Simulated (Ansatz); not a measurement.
A self-consistent single point of Se (C2, 3 atoms in the cell) with Ansatz (a quantum-chemistry and plane-wave program).

Method of the run: LDA (PW92), harder PAW files (source: ansatz) made with PBE (plane waves; Ansatz).

The change in words: lattice scaled by 0.98; basis.ecutwfc: 420 eV → 405 eV; hamiltonian.pseudopotentials: {kind: paw} (the program's default PAW files) → {kind: paw, source: ansatz}. Reference geometry:
```
Se
1.0
    2.19156    -3.79589     0.00000
    2.19156     3.79589     0.00000
    0.00000     0.00000     4.96485
Se
3
Cartesian
  0.49310   0.85407   3.30990
  3.44691   0.00000   0.00000
  0.49310  -0.85407   1.65495
```

Reference input (self-consistent single point, DFT, LDA (PW92), plane waves, default PAW files made with PBE): basis.ecutwfc = 420 eV; kpoints.mp_grid.grid = 5 5 3; hamiltonian.xc = lda; hamiltonian.pseudopotentials = {kind: paw} (the program's default PAW files); scf.occupations.method = fermi_dirac; scf.occupations.width = 0.01 eV. This run's input differs from it in these lines:

Ansatz 0.2 input:
```diff
@@ -3,5 +3,5 @@
   lattice:
-    - [2.191555, -3.795885, 0.000000]
-    - [2.191555, 3.795885, 0.000000]
-    - [0.000000, 0.000000, 4.964850]
+    - [2.147724, -3.719967, 0.000000]
+    - [2.147724, 3.719967, 0.000000]
+    - [0.000000, 0.000000, 4.865553]
   atoms:
@@ -11,3 +11,3 @@
 basis:
-  ecutwfc: 420.0 eV
+  ecutwfc: 405.0 eV
 kpoints:
@@ -16,3 +16,3 @@
   xc: lda
-  pseudopotentials: { kind: paw }
+  pseudopotentials: { kind: paw, source: ansatz }
 scf:
```

Output (repeated stretches shortened):

```
SCF iter   1: F=—  HF=-16149.220871 eV  |F-HF|=—  |Δ(HF+E_count)|=         —  Δρ=2.76e-2  dr2=3.74e-1  ethr=3.10e-3  ⟨swp⟩=6.1  Hψ=2819  notcnv=0
all-band conjugate gradients solve this SCF's bands
preconditioner: auto → Resta (q_TF=auto, 2.518 Å⁻¹)
SCF iter   2: F=—  HF=-16149.109343 eV  |F-HF|=—  |Δ(HF+E_count)|=   1.12e-1  Δρ=1.48e-2  dr2=1.15e-1  ethr=7.80e-4  ⟨swp⟩=2.3  Hψ=1083  notcnv=0  defer=16
   [... lines left out ...]
SCF iter   4: F=—  HF=-16149.075961 eV  |F-HF|=—  |Δ(HF+E_count)|=   7.03e-4  Δρ=5.66e-4  dr2=1.98e-4  ethr=4.44e-6  ⟨swp⟩=2.0  Hψ=1345  notcnv=0  defer=24
SCF iter   5: F=—  HF=-16149.076021 eV  |F-HF|=—  |Δ(HF+E_count)|=   6.07e-5  Δρ=1.21e-4  dr2=1.28e-5  ethr=4.13e-7  ⟨swp⟩=2.0  Hψ=1248  notcnv=0  defer=24
SCF iter   6: F=—  HF=-16149.076027 eV  |F-HF|=—  |Δ(HF+E_count)|=   5.83e-6  Δρ=2.25e-5  dr2=4.46e-7  ethr=2.68e-8  ⟨swp⟩=2.3  Hψ=837  notcnv=0  defer=24
SCF iter   7: F=-16149.076028 eV  HF=-16149.076028 eV  |F-HF|=4.51e-8  |Δ(HF+E_count)|=   2.71e-7  Δρ=6.01e-6  dr2=4.61e-8  ethr=2.08e-10  ⟨swp⟩=8.9  Hψ=2608  notcnv=0
SCF 1 converged in 7 iterations: F = -16149.076028 eV  dr2 = 4.61e-8
Free energy (F): -16149.076028 eV
Internal energy: -16149.076028 eV  (E = F + TS)
E sigma→0 (E₀):  -16149.076028 eV
Fermi energy:    8.571522 eV
--- Forces (eV/Å), atoms counted from 1 ---
  atom   1  Se     0.60625326     0.80378323    -0.13223228
  atom   2  Se    -1.21251596     0.00000000     0.00000000
  atom   3  Se     0.60625326    -0.80378323     0.13223228
--- Stress (GPa, compression-positive) ---
        2.302115       0.000000      -0.000000
        0.000000       1.640849      -0.642765
       -0.000000      -0.642765       5.477726
  P = ⅓ Tr σ = 3.1402 GPa (31.402 kbar)
  The stress holds the Pulay correction. Without it, at fixed plane waves, as pw.x and ABINIT print it: P = -8.8708 GPa
```

The run converged in 7 iterations. Against the reference run the pressure goes from -0.66 to 3.14 GPa, the largest force goes from 0.512 to 1.213 eV/Å and the gap on the mesh moves little (1.421 to 1.413 eV).

The starting cell has typed, rounded lattice constants, without a prior relaxation at this level. Its lattice was rescaled by up to half a per cent. One atom was moved a little off its site on purpose. For this run, on top of that: lattice scaled by 0.98. Forces in this geometry exceed 1 eV/Å. Ansatz's pressure includes its estimate of the finite-basis (Pulay) stress. Without the estimate this run gives -8.87 GPa. The cutoff lies below the one recommended for these files.
